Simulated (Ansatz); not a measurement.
An Ansatz (a quantum-chemistry and plane-wave program) input (Kohn–Sham DFT with the r2SCAN functional, run in Ansatz with PAW and 500 eV plane waves, no spin-orbit coupling):

Ansatz 0.2 input:
```yaml
crystal:
  lattice:
    - [0, 2.8327753046, 2.8611030576]
    - [2.8327753046, 0, 2.8611030576]
    - [2.8327753046, 2.8327753046, 0]
  atoms:
    - { symbol: Zn, position: [0, 0, 0] }
    - { symbol: Se, position: [0.25, 0.25, 0.25] }
basis: { ecutwfc: 500, ecutrho_ratio: 4, xc_grid: 4, fft_grid_basis: typed }
kpoints: { mp_grid: { grid: [10, 10, 10] } }
hamiltonian:
  xc: r2scan
  dispersion: none
  pseudopotentials: { kind: paw }
scf: { occupations: { method: fermi_dirac, width: 0.05 }, convergence: { dr2_threshold: 0.0000000002 } }
relax: { f_tol: 0.005, max_steps: 50 }
output: { forces: true, stress: true }
checkpoint: { write: state.ck, write_every: 1000 }
```

Problem. Which symmetry and how many k-points will the program report, and about how many plane waves at Γ?

Solution. Space group I-4m2 (ITA 119) with 8 operations, k-points 102 of 1000, and 1195 plane waves at Γ.

Problem. And the final pressure?

Solution. -0.64 GPa (compression positive).

The cells carry an imposed strain or load. Stability against distortions was not tested. The cell was made from ZnSe in the zinc blende structure (space group F-43m, No. 216) by this change: uniaxial strain ε_zz = +1.00 %.
